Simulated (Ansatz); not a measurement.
Worked example: self-consistent single point of SnO2 (P2, 6 atoms in the cell) in Ansatz (a quantum-chemistry and plane-wave program).

Level of theory: LDA (PW92), default PAW files made with PBE (plane waves; Ansatz).

```xyz
6
Lattice="4.8024 0.0000 0.0000 0.0000 4.8812 0.0000 0.0000 0.0000 3.2506" Properties=species:S:1:pos:R:3 pbc="T T T"
Sn     2.4012     2.4406     1.6753
Sn     0.0000     0.0000     0.0000
O      1.4016     1.5671     0.0000
O      3.4008     3.3141     0.0000
O      3.8028     0.8735     1.6253
O      0.9996     4.0076     1.6253
```

Reference input (self-consistent single point, DFT, LDA (PW92), plane waves, default PAW files made with PBE): basis.ecutwfc = 420 eV; kpoints.mp_grid.grid = 4 4 7; hamiltonian.xc = lda; hamiltonian.pseudopotentials = {kind: paw} (the program's default PAW files); scf.occupations.method = fixed. This run's input differs from it in these lines:

Ansatz 0.2 input:
```diff
@@ -14,3 +14,3 @@
 basis:
-  ecutwfc: 420.0
+  ecutwfc: 735.0
 kpoints:
```

The program printed (abridged):

```
SCF iter   1: F=—  HF=-13980.237102 eV  |F-HF|=—  |Δ(HF+E_count)|=         —  Δρ=1.92e-2  dr2=2.42e-1  ethr=1.77e-3  ⟨swp⟩=4.1  Hψ=4971  notcnv=0  defer=159
all-band conjugate gradients solve this SCF's bands
preconditioner: auto → Resta (q_TF=auto, 2.560 Å⁻¹)
SCF iter   2: F=—  HF=-13980.169848 eV  |F-HF|=—  |Δ(HF+E_count)|=   6.73e-2  Δρ=5.23e-3  dr2=7.38e-3  ethr=4.65e-4  ⟨swp⟩=2.1  Hψ=2037  notcnv=0  defer=160
   [... lines left out ...]
SCF iter   5: F=—  HF=-13980.166548 eV  |F-HF|=—  |Δ(HF+E_count)|=   3.66e-6  Δρ=9.09e-5  dr2=5.14e-6  ethr=1.74e-7  ⟨swp⟩=2.2  Hψ=1673  notcnv=0  defer=72
SCF iter   6: F=—  HF=-13980.166550 eV  |F-HF|=—  |Δ(HF+E_count)|=   1.08e-6  Δρ=3.82e-5  dr2=9.29e-7  ethr=9.88e-9  ⟨swp⟩=2.0  Hψ=1647  notcnv=0  defer=72
SCF iter   7: F=—  HF=-13980.166549 eV  |F-HF|=—  |Δ(HF+E_count)|=   1.49e-7  Δρ=1.85e-5  dr2=2.13e-7  ethr=1.79e-9  ⟨swp⟩=2.0  Hψ=1704  notcnv=0  defer=72
SCF iter   8: F=-13980.166549 eV  HF=-13980.166549 eV  |F-HF|=6.62e-9  |Δ(HF+E_count)|=   3.91e-8  Δρ=3.69e-6  dr2=1.05e-8  ethr=1.92e-10  ⟨swp⟩=11.5  Hψ=6620  notcnv=0
SCF 1 converged in 8 iterations: F = -13980.166549 eV  dr2 = 1.05e-8
Free energy (F): -13980.166549 eV
Internal energy: -13980.166549 eV  (E = F + TS)
E sigma→0 (E₀):  -13980.166549 eV
Fermi energy:    8.108510 eV
--- Forces (eV/Å), atoms counted from 1 ---
  atom   1  Sn     0.00000000     0.00000000    -0.74534277
  atom   2  Sn     0.00000000     0.00000000    -0.00219624
  atom   3  O      0.16049727    -0.00552500     0.34333880
  atom   4  O     -0.16049727     0.00552500     0.34333880
  atom   5  O      0.19284286    -0.02255958     0.03042970
  atom   6  O     -0.19284286     0.02255958     0.03042970
--- Stress (GPa, compression-positive) ---
      -11.535450       0.143473       0.000000
        0.143473     -11.822276       0.000000
        0.000000       0.000000     -13.974714
  P = ⅓ Tr σ = -12.4441 GPa (-124.441 kbar)
  The stress holds the Pulay correction. Without it, at fixed plane waves, as pw.x and ABINIT print it: P = -12.4558 GPa
```

The run converged in 8 iterations. Against the reference run the free energy goes down by 8.5 meV/atom, the pressure stays at -12.44 GPa, the largest force hardly changes (0.743 to 0.745 eV/Å) and the gap on the mesh hardly changes (0.611 to 0.612 eV).

The starting cell comes from a database of computed structures (which also holds hypothetical and non-ambient phases and stackings), without a prior relaxation at this level. Its lattice was rescaled by up to half a per cent. One atom was moved a little off its site on purpose. Ansatz's pressure includes its estimate of the finite-basis (Pulay) stress.
